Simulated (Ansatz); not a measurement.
# How far a parabola holds: energy against volume of CsCl-type PdIn

CsCl-type PdIn, treated with PBE (plane waves, PAW; Ansatz, an electronic-structure program). Run with plane-wave cutoff 520 eV, 18×18×18 k mesh, Fermi–Dirac smearing 0.05 eV, scalar-relativistic PAW data made under PBE. The cell has no free parameter but its volume, all volumes share cutoff and mesh, and the runs aren't spin-polarised. Energies are free energies at the run's smearing, counted from the lowest row; static lattice.

```csv
V (Å³/atom),E (meV/atom)
16.969,?
17.330,11.09
17.691,2.70
18.053,0.00
18.414,2.24
18.775,8.76
```

Task: Fit E against V with a parabola, and predict the withheld value at V = 16.969.

Result: With u = V - 18.1, the rows have u = -0.7700, -0.4090, -0.0470, 0.3140, 0.6750. Least squares gives E = -0.034 + 0.3907·u + 19.0285·u². Residuals (row less fit): 0.143, -0.289, 0.010, 0.275, -0.140; standard error 0.316 (degrees of freedom: 2). The fitted curve has its minimum at V = 18.1, where E = -0.04. Its curvature is d²E/dV² = 2 × 19.0285 meV/Å⁶, so B = V0·d²E/dV² × 0.1602 = 110 GPa. At the withheld row, u = -1.1310, so E = -0.034 + 0.3907 × (-1.1310) + 19.0285 × (-1.1310)² = 23.865 meV/atom. The calculation gives 26.03 meV/atom, 2.165 meV/atom above the prediction (8.3 % of the range of E in the table). The row lies outside the fitted rows, so this is an extrapolation. From the scatter of the fitted rows alone, a prediction at this place has a standard error of 0.747 meV/atom, so the miss is 2.9 times that.

The residuals are curvature that a parabola lacks, not noise. A solid that stiffens under compression and softens on expansion lies above the parabola at the compressed end and under it at the expanded end, as this row does. A third-order Birch-Murnaghan fit to the whole scan has B0 = 109 GPa. Only scans are tabulated whose curvature falls smoothly with volume, and where the parabola meets the shown rows within 5 % of their range and misses the end by 0.1 meV or more.

Spin–orbit coupling is not included.
